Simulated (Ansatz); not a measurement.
Structures of equal composition on the (0001) surface of wurtzite GaN (Ga plane on top): 2x2 In adatom at H3; 2x2 In adatom at T4. The slabs share one bottom face, and each structure is named by its start. These are constructed structures in small cells; real faces may alloy, dewet or reconstruct in larger ones, and not all known structures of the face are among them. Slabs of about 14 Å with all that they carry, Fermi-Dirac smearing of 0.025 eV. Bottom of the slabs: H caps. Relaxed from the named starts with such symmetry as they have, on meshes of like density; energies extrapolated to zero smearing; no spin-orbit coupling, no U. Spin-polarised runs, if any, are marked in brackets, and their order is one that fits the cell; the others ran without spin. Where a second, spin-polarised start was run, the lower counts.

Host crystal: wurtzite GaN, with a band gap (PBE, scalar-relativistic without spin-orbit coupling).

Method: r2SCAN, at the PBE geometry (plane waves to 500 eV, PAW; Ansatz, an electronic-structure program).

### Question
Rank these by energy per 1x1 cell (lowest first), as r2SCAN, at the PBE geometry gives it.

### Answer
2x2 In adatom at T4 (0.000 eV, gap 0.30 eV on the mesh), 2x2 In adatom at H3 (0.044 eV, gap 0.23 eV on the mesh)
